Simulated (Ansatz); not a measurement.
Take LaAs in the CsCl type structure (space group Pm-3m, No. 221; a = 3.7443 Å; a hypothetical phase, not in the database extracts checked) as the base.

(Cell as relaxed with PBE.)

Levels (all Ansatz, an electronic-structure program, PAW): PBE (420 eV, no spin-orbit coupling); r2SCAN (500 eV, no SOC).

Each level relaxes its own structure.

```json
[
 {"quantity": "volume per atom", "PBE": "26.25 Å³", "r2SCAN": "[?]"},
 {"quantity": "lattice parameter a", "PBE": "3.744 Å", "r2SCAN": "[?]"},
 {"quantity": "band gap", "PBE": "zero", "r2SCAN": "[?]"}
]
```

### Question
Predict the r2SCAN column.

### Answer

- volume per atom, r2SCAN: 26.23 Å³
- lattice parameter a, r2SCAN: 3.743 Å
- band gap, r2SCAN: zero

The two agree on the band gap. Neither level is exact; r2SCAN is the comparison here, not a measurement.

Whether these cells are dynamically stable was not tested. The final runs are not spin-polarised.
